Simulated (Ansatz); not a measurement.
# Effect of x(Zn) = 0.667, 3 atoms, P-3m1 on Eu

Start from Eu in the bcc (W type) structure (space group Im-3m, No. 229; a = 4.447 Å; ferromagnetic).

The other end (x = 1) is Zn in the bcc (W type) structure (space group Im-3m, No. 229; a model cell, its experimental status unchecked): 14.41 Å³/atom, gap zero; this end may not be an ambient phase.

It is then changed as follows: Zn replaces 66.7 % of the Eu, ordered in a cell of 3 atoms (starting symmetry P-3m1) and fully relaxed.

Calculations: r2SCAN (Ansatz, a first-principles code; PAW; 500 eV plane waves; no spin-orbit coupling). Settings: 12×12×12 k-points, 0.05 eV Fermi–Dirac smearing, for the changed cell.

| quantity | base | changed | shift |
|---|---|---|---|
| volume per atom | 43.98 Å³ | 22.75 Å³ | -21.23 Å³ |
| density | 5.74 g/cm³ | 6.88 g/cm³ | +1.14 g/cm³ |
| space group | Im-3m (No. 229) | P6/mmm (No. 191) | – |
| band gap | zero | zero | – |
| magnetic state | ferromagnetic | ferromagnetic | – |
| deviation of the volume from the linear (Vegard-type) interpolation | – | -6.2 % | – |

Cost of the whole job for the changed cell (relaxation, final SCF and bands): about 20 core-minutes (a rough figure).

Other magnetic orders, which the real material may have, were not ruled out. The state of the 4f shell was not checked for lower solutions. These are small ordered cells, not random alloys; other orderings at the same x differ. Whether these cells are dynamically stable was not tested. Under x(Zn) = 0.667, 3 atoms, P-3m1 the cell changed shape so far that it is another structure. This is not the structure that Zn has at room temperature and ambient pressure.
